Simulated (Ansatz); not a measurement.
Data:

```
KBr
1.0
    0.00000     3.11657     3.11657
    3.11657     0.00000     3.11657
    3.11657     3.11657     0.00000
K Br
1 1
Cartesian
  0.00000   0.00000   0.00000
  3.11657   3.11657   3.11657
```

No spin polarisation.

Calculations: plane-wave PAW DFT at the PBE level (Ansatz, an electronic-structure program, 420 eV), scalar-relativistic without spin-orbit coupling. Settings: 9×9×9 k-points, 0.05 eV Fermi–Dirac smearing.

What band gap does the calculation give?

4.95 eV.

What electron mass does the calculation give?

0.35 mₑ (at Γ).

What is the computed width of the top valence band?

0.73 eV.

Load acts through the strain it causes; cell and atoms are relaxed under it. Masses are band curvatures over ±0.01 Å⁻¹ around the edge. No phonon test of stability was made. Competing high-pressure phases were not computed. The cell was made from KBr in the rock salt structure (space group Fm-3m, No. 225) by this change: pressure 5 GPa.
